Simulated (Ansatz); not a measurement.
We consider Sr2P7Br (P2₁3, No. 198; cell taken from a computed entry), described by LDA (Ansatz, an electronic-structure program, plane waves, PAW).

Numerical settings: plane-wave cutoff 520 eV, 4×4×4 k mesh, Fermi–Dirac smearing 0.01 eV, scalar-relativistic PAW data made under PBE.

Cell (relaxed with PBEsol):

```cif
data_Br4P28Sr8
_chemical_formula_sum 'Sr8 P28 Br4'
_space_group_name_H-M_alt 'P 1'
_space_group_IT_number 1
_cell_length_a 9.70404
_cell_length_b 9.70404
_cell_length_c 9.70404
_cell_angle_alpha 90.000
_cell_angle_beta 90.000
_cell_angle_gamma 90.000
loop_
_space_group_symop_operation_xyz
  'x, y, z'
loop_
_atom_site_label
_atom_site_type_symbol
_atom_site_fract_x
_atom_site_fract_y
_atom_site_fract_z
_atom_site_occupancy
Sr1 Sr 0.64713 0.14713 0.35287 1
Sr2 Sr 0.85287 0.85287 0.85287 1
Sr3 Sr 0.14713 0.35287 0.64713 1
Sr4 Sr 0.35287 0.64713 0.14713 1
Sr5 Sr 0.91364 0.41364 0.08636 1
Sr6 Sr 0.58636 0.58636 0.58636 1
Sr7 Sr 0.41364 0.08636 0.91364 1
Sr8 Sr 0.08636 0.91364 0.41364 1
P1 P 0.46437 0.96437 0.53563 1
P2 P 0.03563 0.03563 0.03563 1
P3 P 0.96437 0.53563 0.46437 1
P4 P 0.53563 0.46437 0.96437 1
P5 P 0.22011 0.94053 0.12027 1
P6 P 0.27989 0.05947 0.62027 1
P7 P 0.72011 0.55947 0.87973 1
P8 P 0.77989 0.44053 0.37973 1
P9 P 0.12027 0.22011 0.94053 1
P10 P 0.62027 0.27989 0.05947 1
P11 P 0.87973 0.72011 0.55947 1
P12 P 0.37973 0.77989 0.44053 1
P13 P 0.94053 0.12027 0.22011 1
P14 P 0.05947 0.62027 0.27989 1
P15 P 0.55947 0.87973 0.72011 1
P16 P 0.44053 0.37973 0.77989 1
P17 P 0.19694 0.88708 0.73447 1
P18 P 0.30306 0.11292 0.23447 1
P19 P 0.69694 0.61292 0.26553 1
P20 P 0.80306 0.38708 0.76553 1
P21 P 0.73447 0.19694 0.88708 1
P22 P 0.23447 0.30306 0.11292 1
P23 P 0.26553 0.69694 0.61292 1
P24 P 0.76553 0.80306 0.38708 1
P25 P 0.88708 0.73447 0.19694 1
P26 P 0.11292 0.23447 0.30306 1
P27 P 0.61292 0.26553 0.69694 1
P28 P 0.38708 0.76553 0.80306 1
Br1 Br 0.09751 0.59751 0.90249 1
Br2 Br 0.40249 0.40249 0.40249 1
Br3 Br 0.59751 0.90249 0.09751 1
Br4 Br 0.90249 0.09751 0.59751 1
```

Q: Predict the band gap, smallest direct gap on the k points sampled and Γ–Γ gap.

A: 
* **band gap**: 1.93 eV
* **smallest direct gap on the k points sampled**: 1.96 eV
* **Γ–Γ gap**: 2.03 eV

Note: cell and atoms aren't relaxed at this level (largest force component 0.10 eV/Å, pressure -1.7 GPa).

Spin–orbit coupling is not included.

Computing time: about 12 core-minutes (a rough figure).
